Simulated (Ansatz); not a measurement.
Cubic perovskite CsPbBr3 (cubic high-temperature phase) was calculated with LDA (plane waves, PAW; Ansatz, a first-principles code).

Numerical settings: plane-wave cutoff 520 eV, 6×6×6 k mesh, Fermi–Dirac smearing 0.01 eV, scalar-relativistic PAW data made under PBE.

The cell has the measured lattice: a = 5.8740 Å, b = 5.8740 Å, c = 5.8740 Å, α = 90.00°, β = 90.00°, γ = 90.00°.

Question: Give the computed band gap and direct gap at Γ.

Answer: 
* **band gap**: 1.40 eV
* **direct gap at Γ**: 4.68 eV

Note: held by symmetry at 0 K, a high-temperature phase can be a saddle point; cell and atoms aren't relaxed at this level (pressure -1.2 GPa).

Spin–orbit coupling is not included; with these elements it can move the gap by several tenths of an eV or more.
